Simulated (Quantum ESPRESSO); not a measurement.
Quantum ESPRESSO is run on La₂S₂O (P2_1/c, 20 atoms in the cell), and the run fails. The aim is a self-consistent single point with DFT, PBEsol, plane waves, GBRV 1.5 ultrasoft (PBESOL) pseudopotentials.

Cell that was meant: a = 8.5296 Å, b = 7.1842 Å, c = 7.0498 Å, α = 90.00°, β = 98.05°, γ = 90.00°.

Part of the input:

```fortran
/
&ELECTRONS
    conv_thr = 1.0d-10,
    electron_maxstep = 2,
/
ATOMIC_SPECIES
La   138.9055  la_pbesol_v1.uspp.F.UPF
```

Output, abridged:

```
     Self-consistent Calculation

     iteration #  1     ecut=    40.00 Ry     beta= 0.70

     negative rho (up, down):  5.606E-01 0.000E+00

     total energy              =   -1139.94785766 Ry
     estimated scf accuracy    <       3.57283794 Ry

     iteration #  2     ecut=    40.00 Ry     beta= 0.70

     negative rho (up, down):  4.244E-01 0.000E+00

     total energy              =   -1137.58863313 Ry
     estimated scf accuracy    <      22.02751874 Ry
     End of self-consistent calculation

     convergence NOT achieved after   2 iterations: stopping

   JOB DONE.
```

Task: Diagnose the run.

Result: The fault is an iteration limit that is too low. The loop is cut before its threshold is met, so whatever is printed at the end is not self-consistent. To fix it, raise the limit, or leave it to the default. The run ended unconverged after 2 iterations.

An input that runs soundly differs in these lines (not the only fix; some lines may just follow from the change or write a value another way):
```diff
-    electron_maxstep = 2,
```

With that input, the run converged in 17 iterations: free energy E − TS -15536.5579 eV; top of the valence band (on the code's own zero) 9.37 eV; gap on the k-point mesh 2.26 eV; pressure 2.88 GPa; largest force (vector length) 0.322 eV/Å (DFT, PBEsol, plane waves, GBRV 1.5 ultrasoft (PBESOL) pseudopotentials).

On the sound input: the starting cell comes from a database of computed structures (which also holds hypothetical and non-ambient phases and stackings), without a prior relaxation at this level. Its lattice was rescaled by a random factor within 2.5 % of one.
